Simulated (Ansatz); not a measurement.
Substrate model: Si(111) 1x1 surface, 6 top atoms, 3 bilayers, bottom bilayer H-capped and fixed, every top atom capped by H; cell 11.5 x 6.6 Å; two neighbouring H replaced by SH; about 7 Å thick over the host's atoms, 18 atoms held. These are PBE-D3(BJ) (plane waves to 420 eV, PAW; Ansatz, an electronic-structure program) values and carry that method's errors. Sampling: 1x2x1 k points. The slab states were run without spin polarisation. Results hold for this slab, coverage and mesh. All energies are electronic energies at 0 K, without vibrations. Each state was relaxed from one prepared geometry.

One B2H6 a cell is brought to Si(111):H with two SH. Relaxed result near the molecule:

| atom | x (Å) | y (Å) | z (Å) |
|---|---|---|---|
| H(29) | 3.840 | 6.650 | 11.006 |
| H(44) | 7.659 | 6.658 | 11.020 |
| H(47) | 5.473 | 4.542 | 11.859 |
| B(a0) | 4.240 | 6.694 | 13.582 |
| B(a1) | 3.446 | 8.056 | 14.341 |
| H(a2) | 3.557 | 7.700 | 13.073 |
| H(a3) | 4.149 | 7.055 | 14.847 |
| H(a4) | 5.382 | 6.796 | 13.235 |
| H(a5) | 3.629 | 5.677 | 13.428 |
| H(a6) | 4.052 | 9.073 | 14.506 |
| H(a7) | 2.307 | 7.936 | 14.685 |

### Question
What is the adsorption energy against the free B2H6 and the slab before, and how much of it is dispersion?

### Answer
-0.27 eV (negative: bound); the D3 term gives -0.25 eV of it. Its closest contacts to the rest of the cell: H(a2)...H(29) 2.34 Å, B(a0)...H(29) 2.61 Å, H(a5)...H(29) 2.62 Å.
